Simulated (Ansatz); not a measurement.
The reference is GaSb in the zinc blende structure (space group F-43m, No. 216).

```yaml
crystal:
  lattice:
    - [0.00000, 3.02440, 3.02440]
    - [3.02440, 0.00000, 3.02440]
    - [3.02440, 3.02440, 0.00000]
  atoms:
    - { symbol: Ga, position: [0.00000, 0.00000, 0.00000] }
    - { symbol: Sb, position: [0.25000, 0.25000, 0.25000] }
```

Cartesian axes are those of the cell as printed.

The values are results of LDA (Ansatz, a program for electronic structure, PAW, no SOC), not measurements.

Now apply this change: compressive biaxial strain of 3.00 % in the plane normal to [001], as in epitaxy on a mismatched substrate; the out-of-plane cell vector and the atoms relax.

Q: How does this affect the ratio −ε⊥/ε∥ and energy relative to the base?

A: The ratio −ε⊥/ε∥ amounts to 0.91; the energy grows by 15 meV/atom.

Stability against distortions was not tested.
